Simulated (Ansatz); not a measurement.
**Variants of one calculation on TlSbO3 (Pm-3m, 5 atoms in the cell)**

```
CELL_PARAMETERS angstrom
      4.12318     0.00000     0.00000
      0.00000     4.12318     0.00000
      0.00000     0.00000     4.12318
ATOMIC_POSITIONS crystal
  Tl 0.00000 0.00000 0.00000
  Sb 0.50000 0.50000 0.50000
  O  0.00000 0.50000 0.50000
  O  0.50000 0.50000 0.00000
  O  0.50000 0.00000 0.50000
```

Base run A: PBEsol, default PAW files made with PBE run with Ansatz (a program for electronic structure), self-consistent single point.

Its settings: basis.ecutwfc = 420 eV; kpoints.mp_grid.grid = 8 8 8; hamiltonian.xc = pbesol; hamiltonian.pseudopotentials = {kind: paw} (the program's default PAW files); scf.occupations.method = gaussian; scf.occupations.width = 0.136 eV.

The starting cell was generated: these elements placed on a structure prototype, without a prior relaxation; it need not be a known phase or ordering of this composition. In the base run, with a pressure of about -6 GPa the cell is away from its equilibrium volume at this level. Ansatz's pressure includes its estimate of the finite-basis (Pulay) stress. The run gives no clean gap (levels at the Fermi energy touch, overlap or are partly filled at this smearing), which alone does not show that the compound is a metal.

ΔF is the free energy per atom less that of run A. A dash stands where there is no value to compare (another energy zero or no entropy term, no result, no spin, no clean gap, or a mesh too coarse for one). Total energies depend on the potentials, the functional and any Hubbard or dispersion term, so they are compared only between runs that share all of them.

Run A gave: pressure (GPa) -5.92; k-points 35.

Runs:
- B: crystal.symmetry.detect: default → false
- C: hamiltonian.xc: pbesol → lda; magnetization.noncollinear: default → true; magnetization.spin_orbit: default → true [LDA (PW92) with spin-orbit coupling]
- D: scf.occupations.method: gaussian → fermi_dirac; scf.occupations.width: 0.136 eV → 0.05 eV
- E: kpoints.mp_grid.grid: 8 8 8 → 4 4 4
- F: scf.eigensolver.kind: default (the program chose band_cg) → davidson
- G: scf.mixing.preconditioner: default (the program chose Kerker) → kerker; scf.mixing.q_tf: default → 3

Problem. What does run C change against A?

Solution. The pressure goes from -5.92 to -10.24 GPa.

| run | ΔF (meV/atom) | pressure (GPa) | k-points |
|---|---|---|---|
| A | 0.00 | -5.92 | 35 |
| B | 0.00 | -5.92 | 260 |
| C | – | -10.24 | 35 |
| D | 0.19 | -5.91 | 35 |
| E | 0.27 | -5.80 | 10 |
| F | 0.00 | -5.92 | 35 |
| G | 0.00 | -5.92 | 35 |

Keys are those of Ansatz 0.2.
